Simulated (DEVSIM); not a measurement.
Device: In0.53Ga0.47As p-n junction from an implanted or diffused profile, at 300 K.

Layer 1 from the left is In0.53Ga0.47As, thickness (μm) 120, Nd (cm⁻³) 5.7e15, τn (s) 5.5e-9, τp (s) 5.5e-9.

Added acceptor profile: 2.3e17 cm⁻³ × exp(−(x − 0.035 μm)²/(2·(0.12 μm)²)). Left contact: ohmic. Right contact: ohmic. Voltage is applied to the left contact. Recombination: SRH at mid-gap, radiative. Mobility is μmin + (μ − μmin)/(1 + (N/Nref)^α).

Constants are typed, rounded textbook-type inputs, not results; the design itself was drawn at random and stands for no fabricated device. Values at 300 K.

In0.53Ga0.47As: gap (eV) 0.74, affinity (eV) 4.51, permittivity 13.9, Nc (cm⁻³) 2.1e17, Nv (cm⁻³) 7.7e18, μn (cm²/Vs) 12000, μp (cm²/Vs) 300, μn,min 300, μp,min 10, Nref,n 1.3e17, Nref,p 4.9e17, αn 0.48, αp 0.4, B (cm³/s) 9.6e-11.

Model (solved in DEVSIM): 1D drift-diffusion, Boltzmann statistics, complete ionisation; no tunnelling, impact ionisation, image-force lowering or self-heating.

### Question
What does the simulation give for the dark forward voltage at 100 A/cm², the dark forward voltage at 1 A/cm², the potential step across the device at zero bias?

### Answer
dark forward voltage at 100 A/cm² 0.574 V; dark forward voltage at 1 A/cm² 0.321 V; potential step across the device at zero bias 0.554 V.
